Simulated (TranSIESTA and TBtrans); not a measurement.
Ag chain with one Fe atom in place of Ag

Junction: Ag chain with one Fe atom in place of Ag. Leads: straight Ag chain, spacing 2.65 Å. Geometry: 3 atoms about the centre moved by SIESTA (PBE, DZP) to a largest force of 0.01 eV/Å, all others as built, motion along the axis alone. Transport runs along z; the first 4 and the last 4 of the 15 atoms are the lead cells, repeated to infinity.

```xyz
15
Lattice="9.000 0.000 0.000 0.000 9.000 0.000 0.000 0.000 39.350" Properties=species:S:1:pos:R:3 pbc="F F T"
Ag     4.500     4.500     0.000
Ag     4.500     4.500     2.650
Ag     4.500     4.500     5.300
Ag     4.500     4.500     7.950
Ag     4.500     4.500    10.600
Ag     4.500     4.500    13.250
Ag     4.500     4.500    15.871
Fe     4.500     4.500    18.349
Ag     4.500     4.500    20.828
Ag     4.500     4.500    23.450
Ag     4.500     4.500    26.100
Ag     4.500     4.500    28.750
Ag     4.500     4.500    31.400
Ag     4.500     4.500    34.050
Ag     4.500     4.500    36.700
```
Starting moments (μB): atom 8 +3.5.

Method: TranSIESTA and TBtrans, PBE, DZP numerical orbitals (energy shift 0.15 eV), PseudoDojo norm-conserving scalar-relativistic potentials, mesh cutoff 200 Ry, 300 K, spin-polarised (collinear), no spin-orbit coupling; self-consistent non-equilibrium Green functions.

| Item | Value |
|---|---|
| Conductance at 300 K (G0 = 2e²/h) | 0.99 |
| Mean T from −0.5 to 0.5 eV | 0.98 |

Energies count from the leads' Fermi level. Transmissions are for each spin. The energy step is 0.01 eV; narrower resonances are cut or missed.

| E (eV) | T up | T down | lead channels up | down |
|---|---|---|---|---|
| -1.95 | 0.80 | 0.094 | 3 | 3 |
| -1.80 | 1.03 | 0.088 | 3 | 3 |
| -1.65 | 0.36 | 0.067 | 3 | 3 |
| -1.50 | 0.027 | 0.0011 | 1 | 1 |
| -1.35 | 0 | 0 | 0 | 0 |
| -1.20 | 0 | 0 | 0 | 0 |
| -1.05 | 0.87 | 0.82 | 1 | 1 |
| -0.90 | 1.00 | 0.99 | 1 | 1 |
| -0.75 | 1.00 | 1.00 | 1 | 1 |
| -0.60 | 1.00 | 1.00 | 1 | 1 |
| -0.45 | 1.00 | 1.00 | 1 | 1 |
| -0.30 | 1.00 | 1.00 | 1 | 1 |
| -0.15 | 1.00 | 0.73 | 1 | 1 |
| 0.00 | 1.00 | 0.98 | 1 | 1 |
| 0.15 | 1.00 | 0.98 | 1 | 1 |
| 0.30 | 1.00 | 0.98 | 1 | 1 |
| 0.45 | 1.00 | 0.98 | 1 | 1 |
| 0.60 | 0.99 | 0.98 | 1 | 1 |
| 0.75 | 0.99 | 0.97 | 1 | 1 |
| 0.90 | 0.98 | 0.97 | 1 | 1 |
| 1.05 | 0.97 | 0.96 | 1 | 1 |
| 1.20 | 0.96 | 0.96 | 1 | 1 |
| 1.35 | 0.96 | 0.95 | 1 | 1 |
| 1.50 | 0.95 | 0.95 | 1 | 1 |
| 1.65 | 0.94 | 0.94 | 1 | 1 |
| 1.80 | 0.93 | 0.94 | 1 | 1 |
| 1.95 | 0.92 | 0.93 | 1 | 1 |

Moments were seeded on the central atoms alone, and one start was tried. The straight chain is held at its spacing; free chains may zigzag or dimerise.
